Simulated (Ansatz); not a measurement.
Several settings converged on LaCuSeO (P4/nmm, 8 atoms in the cell)

```
LaCuSeO
1.0
    4.08172     0.00000     0.00000
    0.00000     4.08172     0.00000
    0.00000     0.00000     8.85101
La Cu Se O
2 2 2 2
Direct
  0.00000   0.50000   0.85998
  0.50000   0.00000   0.14002
  0.50000   0.50000   0.50000
  0.00000   0.00000   0.50000
  0.00000   0.50000   0.33079
  0.50000   0.00000   0.66921
  0.50000   0.50000   0.00000
  0.00000   0.00000   0.00000
```

Base method: LDA (PW92), default PAW files made with PBE (plane waves; Ansatz, a quantum-chemistry and plane-wave program).

Base settings: basis.ecutwfc = 420 eV; kpoints.mp_grid.grid = 6 6 3; hamiltonian.xc = lda; hamiltonian.pseudopotentials = {kind: paw} (the program's default PAW files); scf.occupations.method = fermi_dirac; scf.occupations.width = 0.05 eV.

Core times come from one kind of shared machine, to one figure; runs under 30 s give none.

**Zone-centre phonons against the cutoff**

In this ladder: scf.occupations.method = fixed; scf.occupations.width = default; phonons.method = dfpt; phonons.dielectric = true; phonons.rigid_motions = translations.

The mesh stays at the base's, so the ladder's end is converged at best in this setting alone.

Frequencies are those of the unrelaxed cell, without the LO-TO term of polar crystals.

Only quantities that move along the ladder and can be compared are tabulated.

ε∞ and Born charges come from denser meshes that the program picks itself.

| basis.ecutwfc | highest zone-centre frequency (cm⁻¹) | lowest optical frequency (cm⁻¹) | largest Born charge (mean of the diagonal) (e) | mean ε∞ | core time / last (rough) |
|---|---|---|---|---|---|
| 210 eV | 392.4 | -36.1 | 4.745 | 7.925 | 1.0 |
| 250 eV | 400.3 | 58.0 | 4.802 | 8.163 | 0.6 |
| 355 eV | 413.8 | 20.0 | 4.776 | 8.245 | 1 |
| 420 eV | 413.1 | 24.0 | 4.776 | 8.246 | 1 |

Coarsest basis.ecutwfc that holds the largest Born charge (mean of the diagonal) within 0.005 e of the last step, with all finer ones: 355 eV; the step before is off by 0.026 e.

Coarsest basis.ecutwfc that holds the highest zone-centre frequency within 5 cm⁻¹ of the last step, with all finer ones: 355 eV; the step before is off by 13 cm⁻¹.

Coarsest basis.ecutwfc that holds the lowest optical frequency within 10 cm⁻¹ of the last step, with all finer ones: 355 eV; the step before is off by 34 cm⁻¹.

**The force threshold of a relaxation**

On LaCuSeO (P4mm, 8 atoms in the cell): one atom moved by 0.15 angstrom.

In this ladder: relax = atoms.

The mesh stays at the base's, so the ladder's end is converged at best in this setting alone.

Only quantities that move along the ladder and can be compared are tabulated.

| relax.f_tol | free energy less the last step's (meV/atom) | largest force left (eV/Å) | relaxation steps | core time / last (rough) |
|---|---|---|---|---|
| 0.2 eV/Å | 0.55 | 0.1633 | 4 | 0.6 |
| 0.05 eV/Å | 0.00 | 0.0034 | 6 | 1.0 |
| 0.02 eV/Å | 0.00 | 0.0035 | 7 | 0.9 |
| 0.001 eV/Å | 0.00 | 0.0003 | 8 | 1 |

Coarsest relax.f_tol that holds the largest force left within 0.02 eV/Å of the last step, with all finer ones: 0.05 eV/Å; the step before is off by 0.16 eV/Å.

Coarsest relax.f_tol that holds the free energy within 0.1 meV/atom of the last step, with all finer ones: 0.05 eV/Å; the step before is off by 0.55 meV/atom.

On the base run: the starting cell comes from a database of computed structures (which also holds hypothetical and non-ambient phases and stackings), without a prior relaxation at this level. Its lattice was rescaled by up to half a per cent. In the base run, with a pressure of about -8 GPa the cell is away from its equilibrium volume at this level.

Keys are those of Ansatz 0.2.
